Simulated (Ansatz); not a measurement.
## Defect calculation: Si on the Ga site (broken-bond start) in beta Ga2O3

The numbers are results of PBE, PAW (plane waves to 420 eV; Ansatz, a quantum-chemistry and plane-wave program), not measurements. The supercell holds 120 host sites (1×3×2 repeats of a cell of 20 atoms), with a 2×2×2 shifted k-point sampling for the final energies. Sites at the start: the Ga(2) site; started 0.95 Å off site, one bond broken. Charged cells carry a point-charge image correction with potential alignment at far atoms. Dielectric constants: PBE linear response of the host. Host gap at this level: 2.01 eV. A cell of this size leaves errors of a few tenths of an eV. Levels are measured in PBE's own, too narrow, gap. Spin–orbit coupling is left out. Each state is the lowest found from its start.

Formation energies E_f are given with the Fermi level at the valence-band maximum. Chemical conditions: Ga-rich (Δμ(Ga) = 0.00 eV, Δμ(Si) = -2.27 eV, bounded by alpha cristobalite; only phases computed here count, gases as isolated molecules at 0 K); O-rich (Δμ(Ga) = -4.56 eV, Δμ(Si) = -8.35 eV, bounded by alpha cristobalite; only phases computed here count, gases as isolated molecules at 0 K). Reference phases: Ga: alpha gallium, Si: silicon.

Charges with a result: +1, 0, −1. Others weren't obtained, and one of them could lie lower, also by skipping a charge.

```
charge         moment (μB)  point group  largest move off a lattice site (Å)  image correction with alignment (eV)  E_f, Ga-rich (eV)  E_f, O-rich (eV)
------  ------------------  -----------  -----------------------------------  ------------------------------------  -----------------  ----------------
+1      not spin-polarised           Cs                                 0.20                                  0.10              -1.02              0.50
0*                quenched           Cs                                 0.20                                     –                  –                 –
−1*     not spin-polarised           Cs                                 0.20                                     –                  –                 –
```

* At this level the carrier isn't localised at the defect: at charge 0 electrons occupy the conduction band; at charge −1 electrons occupy the conduction band. Such a state is shallow or no state of the defect, and this cell gives it no level.

Point groups are those of the whole cell at tolerances of 0.03 and 0.1 Å ("near" where only the looser one holds); none is given for unsettled states.

Starting moments that weren't kept: charge 0 began with 1 μB and ended with 0.0.

Not the lowest form: the same atoms on another site or from another start ended lower, by 0.77 eV at charge +1.

Flagged in the runs: a doubtful potential alignment, a host whose relaxation on this sampling wasn't shown to rest.
